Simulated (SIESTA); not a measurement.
SIESTA run on PdIn (Pm-3m, 2 atoms in the cell): self-consistent single point

Method: GGA PBE, numerical atomic orbitals DZP, PseudoDojo PBE standard norm-conserving potentials (rewritten from UPF to PSML) in SIESTA.

Input as run:

```
# files in the folder: In.psml Pd.psml (PseudoDojo PBE standard)
SystemName  PdIn
SystemLabel pdin

NumberOfAtoms                2
NumberOfSpecies              2
%block ChemicalSpeciesLabel
  1 49 In
  2 46 Pd
%endblock ChemicalSpeciesLabel
LatticeConstant              1.0 Bohr
%block LatticeVectors
     6.141609905    0.000000000    0.000000000
     0.000000000    6.141609905    0.000000000
     0.000000000    0.000000000    6.141609905
%endblock LatticeVectors
AtomicCoordinatesFormat      ScaledCartesian
%block AtomicCoordinatesAndAtomicSpecies
     3.070804953    3.070804953    3.070804953  1
     0.000000000    0.000000000    0.000000000  2
%endblock AtomicCoordinatesAndAtomicSpecies

XC.functional                GGA
XC.authors                   PBE
PAO.BasisSize                DZP
PAO.EnergyShift              0.01 Ry
MeshCutoff                   400 Ry
%block kgrid.MonkhorstPack
    8   0   0  0.0
    0   8   0  0.0
    0   0   8  0.0
%endblock kgrid.MonkhorstPack
OccupationFunction           FD
ElectronicTemperature        0.1 eV

MaxSCFIterations             150
SCF.Mixer.Method             Broyden
SCF.Mixer.Weight             0.25
SCF.Mixer.History            6
SCF.DM.Tolerance             1.0E-04
Diag.ParallelOverK           true
WriteForces                  true
```

Output (repeated stretches shortened):

```
reinit: Reading from file input.fdf

reinit: System Name: PdIn
reinit: System Label: pdin

coor:   Atomic-coordinates input format  =     Cartesian coordinates
coor:                                          (in units of alat)

siesta: Atomic coordinates (Bohr) and species
siesta:      3.07080   3.07080   3.07080  1        1
siesta:      0.00000   0.00000   0.00000  2        2

siesta: System type = bulk

initatomlists: Number of atoms, orbitals, and projectors:      2    37    36

siesta: ******************** Simulation parameters ****************************
redata: Spin configuration                          = none
redata: Time-Reversal Symmetry                      = T
redata: Number of Atomic Species                    =        2
redata: Mesh Cutoff                                 =   400.0000 Ry
redata: Net charge of the system                    =     0.0000 |e|
redata: Min. number of SCF Iter                     =        0
redata: Max. number of SCF Iter                     =      150
redata: SCF convergence failure will abort job
redata: SCF mix quantity                            = Hamiltonian
redata: Mix DM or H after convergence               =   F
redata: Recompute H after scf cycle                 =   F
redata: Mix DM in first SCF step                    =   T
redata: No kicks to SCF
redata: DM Mixing Weight for Kicks                  =     0.5000
redata: Require Harris convergence for SCF          =   F
redata: Harris energy tolerance for SCF             =     0.000100 eV
redata: Require DM convergence for SCF              =   T
redata: DM tolerance for SCF                        =     0.000100
redata: Require EDM convergence for SCF             =   F
redata: EDM tolerance for SCF                       =     0.001000 eV
redata: Require H convergence for SCF               =   T
redata: Hamiltonian tolerance for SCF               =     0.001000 eV
redata: Require (free) Energy convergence for SCF   =   F
redata: (free) Energy tolerance for SCF             =     0.000100 eV
redata: Using DFT-D3 dispersion                     =   F
redata: Using Saved Data (generic)                  =   F
redata: Method of Calculation                       = Diagonalization
redata: Electronic Temperature                      =  1160.4518 K
redata: Number of TDED substeps                     =        3
redata: Dynamics option                             = Single-point calculation
redata: Save all siesta data in one NC              =   F
redata: ***********************************************************************

%block SCF.Mixers
  Broyden
%endblock SCF.Mixers

%block SCF.Mixer.Broyden
  # Mixing method
  method broyden

  # Mixing options
  weight 0.2500
  weight.linear 0.2500
  weight.prime 0.2500
  history 6
%endblock SCF.Mixer.Broyden

DM_history_depth set to one: no extrapolation allowed by default for geometry relaxation
Size of DM history Fstack: 1
Total number of electrons:    31.000000
Total ionic charge:    31.000000

* ProcessorY, Blocksize:    1  38

* Orbital distribution balance (max,min):    37    37

k-point displ. along   1 input, could be:     0.00    0.50
k-point displ. along   2 input, could be:     0.00    0.50
k-point displ. along   3 input, could be:     0.00    0.50
 Kpoints in:          320 . Kpoints trimmed:          296

siesta: k-grid: Number of k-points = 296
siesta: k-points from Monkhorst-Pack grid
siesta: k-cutoff (effective) =    13.000 Ang
siesta: k-point supercell and displacements
siesta: k-grid:     8     0     0      0.000
siesta: k-grid:     0     8     0      0.000
siesta: k-grid:     0     0     8      0.000

diag: Algorithm                                     = D&C
diag: Parallel over k                               =   F
diag: Use parallel 2D distribution                  =   F
diag: Parallel block-size                           = 38
diag: Parallel distribution                         =     1 x     1
diag: Used triangular part                          = Lower
diag: Absolute tolerance                            =  0.100E-15
diag: Orthogonalization factor                      =  0.100E-05
diag: Memory factor                                 =  1.0000

superc: Internal auxiliary supercell:     5 x     5 x     5  =     125
superc: Number of atoms, orbitals, and projectors:    250   4625   4500

                        Single-point calculation

superc: Internal auxiliary supercell:     5 x     5 x     5  =     125
superc: Number of atoms, orbitals, and projectors:    250   4625   4500

outcell: Unit cell vectors (Ang):
        3.250000    0.000000    0.000000
        0.000000    3.250000    0.000000
        0.000000    0.000000    3.250000

outcell: Cell vector modules (Ang)   :    3.250000    3.250000    3.250000
outcell: Cell angles (23,13,12) (deg):     90.0000     90.0000     90.0000
outcell: Cell volume (Ang**3)        :     34.3281
new_DM -- step:     1
Initializing Density Matrix...

Attempting to read DM from file... Failed...
DM filled with atomic data:

InitMesh: MESH = 40 x 40 x 40 = 64000
InitMesh: Mesh cutoff (required, used) =   400.000   418.654 Ry

stepf: Fermi-Dirac step function

        iscf     Eharris(eV)        E_KS(eV)     FreeEng(eV)     dDmax    Ef(eV) dHmax(eV)
   scf:    1    -5485.499408    -5493.729607    -5493.752666  0.893935 -4.061562  4.788188
   scf:    2    -5494.405604    -5494.115594    -5494.139193  0.135847 -3.995098  2.552276
   scf:    3    -5494.335715    -5494.234343    -5494.258214  0.090421 -4.053357  1.099590
   scf:    4    -5494.278802    -5494.261503    -5494.285814  0.068358 -4.119684  0.014791
   scf:    5    -5494.261451    -5494.261479    -5494.285818  0.000775 -4.123504  0.012705
   scf:    6    -5494.261485    -5494.261483    -5494.285828  0.001074 -4.129185  0.007946
   scf:    7    -5494.261498    -5494.261491    -5494.285830  0.000484 -4.130079  0.000555
   scf:    8    -5494.261492    -5494.261491    -5494.285830  0.000039 -4.130135  0.000231

SCF Convergence by DM+H criterion
max |DM_out - DM_in|         :     0.0000385449
max |H_out - H_in|      (eV) :     0.0002313746
SCF cycle converged after 8 iterations

Using DM_out to compute the final energy and forces

siesta: E_KS(eV) =            -5494.2615

siesta: E_KS - E_eggbox =     -5494.2615

siesta: Atomic forces (eV/Ang):
     1    0.000000    0.000000    0.000000
     2    0.000000    0.000000    0.000000
   Tot    0.000000    0.000000    0.000000
   Max    0.000000
   Res    0.000000    sqrt( Sum f_i^2 / 3N )
   Max    0.000000    constrained

Stress tensor Voigt[x,y,z,yz,xz,xy] (kbar):      -60.63      -60.63      -60.63        0.00        0.00        0.00
(Free)E + p*V (eV/cell)    -5492.9867
Target enthalpy (eV/cell)    -5494.2858

siesta: Program's energy decomposition (eV):
siesta: Ebs     =      -795.666316
siesta: Eions   =      7165.721259
siesta: Ena     =       762.869120
siesta: Ekin    =      2376.682880
siesta: Enl     =      -367.517469
siesta: Eso     =         0.000000
siesta: Edftu   =         0.000000
siesta: DEna    =        21.927454
siesta: DUscf   =         0.575586
siesta: DUext   =         0.000000
siesta: Ex      =     -1057.014734
siesta: Ec      =       -66.063070
siesta: Exc     =     -1123.077804
siesta: Eharris =     -5494.261492
siesta: Etot    =     -5494.261491
siesta: FreeEng =     -5494.285830

siesta: Stress tensor (static) (eV/Ang**3):
siesta:    -0.037844    0.000000    0.000000
siesta:     0.000000   -0.037844    0.000000
siesta:     0.000000    0.000000   -0.037844

siesta: Cell volume =         34.328125 Ang**3

siesta: Pressure (static):
siesta:                Solid            Molecule  Units
siesta:           0.00041217          0.00041217  Ry/Bohr**3
siesta:           0.03784377          0.03784376  eV/Ang**3
siesta:          60.63239830         60.63239485  kBar
```

The run converged in 8 iterations.

The starting cell has typed, rounded lattice constants, without a prior relaxation at this level. Spin polarisation is off. Values carry the incompleteness of an atom-centred basis. With a pressure of about 6 GPa the cell is away from its equilibrium volume at this level.
